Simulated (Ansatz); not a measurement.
The reference is TiC in the rock salt structure (space group Fm-3m, No. 225; relaxed with 0.1 eV smearing).

```
TiC
1.0
    0.00000     2.13046     2.13046
    2.13046     0.00000     2.13046
    2.13046     2.13046     0.00000
Ti C
1 1
Direct
  0.00000   0.00000   0.00000
  0.50000   0.50000   0.50000
```

Cartesian axes are those of the cell as printed.

Computed with LDA (Ansatz, an electronic-structure program), no SOC.

Perturbation: biaxial strain −1.25 %, plane normal [111], relaxed out of plane (Cartesian); in-plane vectors clamped, the third vector and the atoms free.

Predict the new in-plane stress, energy relative to the base and out-of-plane strain.

The mean in-plane stress (compression positive) is +7.6 GPa; the energy increases by 5.6 meV/atom; the out-of-plane strain comes out as +0.78 %.

No phonon test of stability was made. The final runs are not spin-polarised.
